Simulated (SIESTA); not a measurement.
# Several settings converged on La (P3m1, 4 atoms in the cell)

```xyz
4
Lattice="1.8756 -3.2486 0.0000 1.8756 3.2486 0.0000 0.0000 0.0000 12.0992" Properties=species:S:1:pos:R:3 pbc="T T T"
La     0.0000     0.0000     6.0996
La     0.0000     0.0000     0.0000
La     1.8756     1.0829     3.0248
La     1.8756    -1.0829     9.0744
```

Base method: SIESTA 5.4.2 with GGA PBEsol, numerical atomic orbitals DZP, PseudoDojo PBEsol standard norm-conserving potentials (rewritten from UPF to PSML).

Base settings: XC.functional = GGA; XC.authors = PBEsol; potentials = PseudoDojo PBEsol standard; PAO.BasisSize = DZP; PAO.EnergyShift = 0.005 Ry; MeshCutoff = 350 Ry; kgrid.MonkhorstPack = 8 8 2; OccupationFunction = FD; ElectronicTemperature = 100 meV; MaxSCFIterations = 150.

Core times come from one kind of shared machine, to one figure; runs under 30 s give none.

**The k-point mesh**

The second cell is the first with its lattice scaled by 0.98.

Only quantities that move along the ladder and can be compared are tabulated.

```csv
kgrid.MonkhorstPack,free energy less the last step's (meV/atom),energy of the compressed cell less the first (meV/atom),pressure (GPa),largest difference of a force vector from the last step's (eV/Å),core time / last (rough)
2 2 1,-1037.44,-82.75,-6.86,0.078,0.4
4 4 1,107.62,29.78,1.20,0.024,0.6
5 5 2,27.39,27.66,0.90,0.043,0.8
7 7 2,-7.79,21.07,0.44,0.010,0.8
8 8 2,-0.90,21.79,0.51,0.005,0.7
12 12 4,0.00,22.94,0.58,0.000,1
```

Coarsest kgrid.MonkhorstPack that holds the energy of the compressed cell less the first within 1 meV/atom: not settled: the last two steps still differ by 1.2 meV/atom, over half the tolerance, so the ladder does not show it.

Coarsest kgrid.MonkhorstPack that holds the pressure within 0.5 GPa of the last step, with all finer ones: 5 5 2; the step before is off by 0.62 GPa.

Coarsest kgrid.MonkhorstPack that holds the free energy within 5 meV/atom of the last step, with all finer ones: 8 8 2; the step before is off by 7.8 meV/atom.

**The k-point mesh at a smearing width of 0.02 eV**

In this ladder: ElectronicTemperature = 20 meV.

Only quantities that move along the ladder and can be compared are tabulated.

| kgrid.MonkhorstPack | free energy less the last step's (meV/atom) | pressure (GPa) | largest difference of a force vector from the last step's (eV/Å) | core time / last (rough) |
|---|---|---|---|---|
| 4 4 1 | 102.48 | 1.06 | 0.026 | 0.5 |
| 5 5 2 | 34.34 | 0.93 | 0.061 | 0.4 |
| 8 8 2 | -4.62 | 0.35 | 0.013 | 0.5 |
| 16 16 5 | 0.00 | 0.51 | 0.000 | 1 |

Coarsest kgrid.MonkhorstPack that holds the pressure within 0.5 GPa of the last step, with all finer ones: 5 5 2, at about 0.4 of the last step's time; the step before is off by 0.55 GPa.

Coarsest kgrid.MonkhorstPack that holds the free energy within 5 meV/atom: not settled: the last two steps still differ by 4.6 meV/atom, over half the tolerance, so the ladder does not show it.

Coarsest kgrid.MonkhorstPack that holds the forces within 0.02 eV/Å: not settled: the last two steps still differ by 0.013 eV/Å, over half the tolerance, so the ladder does not show it.

**The k-point mesh at a smearing width of 0.3 eV**

In this ladder: ElectronicTemperature = 300 meV.

Only quantities that move along the ladder and can be compared are tabulated.

| kgrid.MonkhorstPack | free energy less the last step's (meV/atom) | pressure (GPa) | largest difference of a force vector from the last step's (eV/Å) | core time / last (rough) |
|---|---|---|---|---|
| 4 4 1 | 79.60 | 2.18 | 0.007 | 0.5 |
| 5 5 2 | 13.04 | 1.65 | 0.011 | 0.5 |
| 8 8 2 | 0.48 | 1.37 | 0.000 | 0.5 |
| 16 16 5 | 0.00 | 1.36 | 0.000 | 1 |

Coarsest kgrid.MonkhorstPack that holds the free energy within 5 meV/atom of the last step, with all finer ones: 8 8 2; the step before is off by 13 meV/atom.

Coarsest kgrid.MonkhorstPack that holds the pressure within 0.2 GPa of the last step, with all finer ones: 8 8 2; the step before is off by 0.29 GPa.

Coarsest kgrid.MonkhorstPack that holds the forces within 0.005 eV/Å of the last step, with all finer ones: 8 8 2; the step before is off by 0.011 eV/Å.

On the base run: the starting cell has typed, rounded lattice constants, without a prior relaxation at this level. Its lattice was rescaled by up to half a per cent. One atom was moved a little off its site on purpose. Values carry the incompleteness of an atom-centred basis.
